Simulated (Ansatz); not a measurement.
MgO (model structure, started from the CsCl type, Pm-3m, No. 221, 2 atoms in the cell) was calculated with G0W0@PBEsol (plane waves, hard PAW, contour deformation; Ansatz, a first-principles code).

The cell is the one relaxed with PBEsol. Conventional cell: a = 2.6334 Å, b = 2.6334 Å, c = 2.6334 Å, α = 90.00°, β = 90.00°, γ = 90.00°.

The quasiparticle gap at Γ at a fixed k mesh 2×2×2:

```tsv
response cutoff	value (eV)
250 eV, 301 empty bands	4.723
300 eV, 396 empty bands	4.755
400 eV, 609 empty bands	4.788
500 eV, 852 empty bands	4.807
```

Question: Taking the value to converge with the response cutoff E as E^(−3/2), extrapolate from the last two rows.

Answer: With y = y∞ + c/w and weights w = 8000 and 11180 for the last two rows, y∞ = (w2 y2 − w1 y1)/(w2 − w1) = (11180 × 4.807 − 8000 × 4.788)/3180 = 4.855 eV, which lies 0.048 beyond the last row. Successive pairs of rows give 4.857, 4.849, 4.855. The limit also hangs on the law assumed, so its last digits aren't firm.

The other settings are not extrapolated, so this is the limit in one setting alone.

At the last cutoff the smallest gap on this mesh is 3.69 eV, with an edge away from Γ.

A model structure was made by putting elements into a prototype or built by hand; it is no filed structure, need not be a known phase, and can be a saddle point held by its symmetry.
